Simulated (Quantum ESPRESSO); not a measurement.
Checking a run of Quantum ESPRESSO on ZrC (Fm-3m, 2 atoms in the cell). The aim is a self-consistent single point with DFT, PBE, plane waves, GBRV 1.5 ultrasoft (PBE) pseudopotentials.

Cell that was meant: a = 3.3095 Å, b = 3.3095 Å, c = 3.3095 Å, α = 60.00°, β = 60.00°, γ = 60.00°.

Part of the input:

```fortran
    celldm(1) = 8.844583447,
    nat = 2,
    ntyp = 2,
    ecutwfc = 12,
    ecutrho = 96,
    occupations = 'smearing',
    smearing = 'fermi-dirac',
    degauss = 0.0036749,
```

Log, with long lists cut:

```
     G-vector sticks info
     --------------------
     sticks:   dense  smooth     PW     G-vecs:    dense   smooth      PW
   [... lines left out ...]
        k(    2) = (  -0.1250000   0.1250000  -0.1250000), wk =   0.0312500
        k(    3) = (  -0.2500000   0.2500000  -0.2500000), wk =   0.0312500
   [... 26 lines left out ...]

     Dense  grid:     2733 G-vectors     FFT dimensions: (  20,  20,  20)

     Smooth grid:      941 G-vectors     FFT dimensions: (  15,  15,  15)

     Initial potential from superposition of free atoms

     starting charge      15.9978, renormalised to      16.0000

     negative rho (up, down):  6.725E-02 0.000E+00
     Self-consistent Calculation

     iteration #  1     ecut=    12.00 Ry     beta= 0.70

---- Real-time Memory Report at c_bands before calling an iterative solver
            51 MiB given to the printing process from OS
            11 MiB allocation reported by mallinfo(arena+hblkhd)
------------------

     negative rho (up, down):  6.702E-02 0.000E+00

     total energy              =    -110.01189904 Ry
     estimated scf accuracy    <       0.42087303 Ry

     iteration #  2     ecut=    12.00 Ry     beta= 0.70

   [... lines left out ...]
            17 MiB allocation reported by mallinfo(arena+hblkhd)
------------------

     negative rho (up, down):  6.781E-02 0.000E+00

     total energy              =    -110.19783802 Ry
     estimated scf accuracy    <          1.6E-10 Ry

     iteration #  9     ecut=    12.00 Ry     beta= 0.70

---- Real-time Memory Report at c_bands before calling an iterative solver
            55 MiB given to the printing process from OS
            17 MiB allocation reported by mallinfo(arena+hblkhd)
------------------

     negative rho (up, down):  6.781E-02 0.000E+00
     End of self-consistent calculation

     the Fermi energy is    15.5950 ev

!    total energy              =    -110.19783802 Ry
     estimated scf accuracy    <          9.4E-12 Ry
     smearing contrib. (-TS)   =      -0.00016341 Ry
     internal energy E=F+TS    =    -110.19767461 Ry

     convergence has been achieved in   9 iterations

     negative rho (up, down):  6.781E-02 0.000E+00

     Forces acting on atoms (cartesian axes, Ry/au):

     atom    1 type  1   force =     0.00000000    0.00000000    0.00000000
     atom    2 type  2   force =    -0.00000000   -0.00000000   -0.00000000

     Total force =     0.000000     Total SCF correction =     0.000000

     negative rho (up, down):  6.781E-02 0.000E+00
          total   stress  (Ry/bohr**3)                   (kbar)     P=    -1657.68
  -0.01126869  -0.00000000  -0.00000000        -1657.68       -0.00       -0.00
  -0.00000000  -0.01126869   0.00000000           -0.00    -1657.68        0.00
  -0.00000000   0.00000000  -0.01126869           -0.00        0.00    -1657.68

   JOB DONE.
```

Problem. Is anything amiss in this input, and did it matter?

Solution. The run is not sound. The fault is a basis or grid far too coarse for these potentials. The error of an incomplete plane-wave basis or grid does not cancel at such settings. To fix it, restore the cutoff that the potentials need and check convergence. The run converged in 9 iterations without an error; against the sound input the free energy goes up by 3.89 eV/atom and the pressure goes from 3.96 to -165.8 GPa.

The sound input it was made from differs as follows (other fixes are possible):
```diff
-    ecutwfc = 12,
-    ecutrho = 96,
+    ecutwfc = 40,
+    ecutrho = 320,
```

With that input, the run converged in 12 iterations: free energy E − TS -1507.0908 eV; Fermi level (on the code's own zero) 15.18 eV; pressure 3.96 GPa (DFT, PBE, plane waves, GBRV 1.5 ultrasoft (PBE) pseudopotentials).

On the sound input: the starting cell comes from a database of computed structures (which also holds hypothetical and non-ambient phases and stackings), without a prior relaxation at this level. Its lattice was rescaled by a random factor within 2.5 % of one. With a pressure of about 4 GPa the cell is away from its equilibrium volume at this level.
